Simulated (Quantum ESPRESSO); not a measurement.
Several settings converged on a (001) slab of Ta2H (cut from a parent of space group no. 21; 3 atoms in the cell)

```
Ta2H
1.0
    1.72910     2.38333     0.00000
   -1.72910     2.38333     0.00000
    0.00000     0.00000    16.53061
H Ta
1 2
Direct
  0.00000   0.00000   0.50000
  0.50000   0.00000   0.57654
  0.00000   0.50000   0.42346
```

Base method: LDA (PZ), GBRV 1.5 ultrasoft (LDA) pseudopotentials (plane waves; Quantum ESPRESSO).

Base settings: ecutwfc = 40 Ry; ecutrho = 320 Ry; occupations = smearing; smearing = fd; degauss = 0.0073499 Ry; mixing_mode = local-TF; potentials = {H: h_lda_v1.4.uspp.F.UPF, Ta: ta_lda_v1.uspp.F.UPF}; K_POINTS = automatic 9 9 1 0 0 0; conv_thr = 1e-10 Ry; mixing_beta = 0.3.

The count of work is k-points × plane waves × bands × iterations; it is no time. Core times come from one kind of shared machine, to one figure; runs under 30 s give none.

**The vacuum**

The mesh stays at the base's, so the ladder's end is converged at best in this setting alone.

Only quantities that move along the ladder and can be compared are tabulated.

| vacuum between outermost atoms (Å) | free energy less the last step's (meV/atom) | largest difference of a force vector from the last step's (eV/Å) | count of work / last |
|---|---|---|---|
| 3.0 | -779.80 | 2.717 | 0.10 |
| 5.0 | -31.34 | 0.211 | 0.16 |
| 14.0 | 0.01 | 0.000 | 0.37 |
| 30.0 | 0.00 | 0.000 | 1.0 |

Smallest vacuum between outermost atoms (Å) that holds the forces within 0.02 eV/Å of the last step, with all finer ones: 14.0, at 0.37 of the last step's count of work; the step before is off by 0.21 eV/Å.

Smallest vacuum between outermost atoms (Å) that holds the free energy within 1 meV/atom of the last step, with all finer ones: 14.0, at 0.37 of the last step's count of work; the step before is off by 31 meV/atom.

**The plane-wave cutoff**

Moved along: ecutrho.

The mesh stays at the base's, so the ladder's end is converged at best in this setting alone.

Only quantities that move along the ladder and can be compared are tabulated.

```csv
ecutwfc,free energy less the last step's (meV/atom),count of work / last,core time / last (rough)
20 Ry,668.99,0.14,–
28 Ry,96.01,0.22,0.2
40 Ry,33.25,0.36,0.4
80 Ry,0.00,1.0,1
```

Coarsest ecutwfc that holds the free energy within 5 meV/atom: not settled: the last two steps still differ by 33 meV/atom, over half the tolerance, so the ladder does not show it.

On the base run: the starting cell comes from a database of computed structures (which also holds hypothetical and non-ambient phases and stackings), without a prior relaxation at this level. The slab is cut from that crystal, and its faces are unrelaxed. Its lattice was rescaled by up to half a per cent. Spin polarisation is off. In the base run, forces exceed 1 eV/Å.
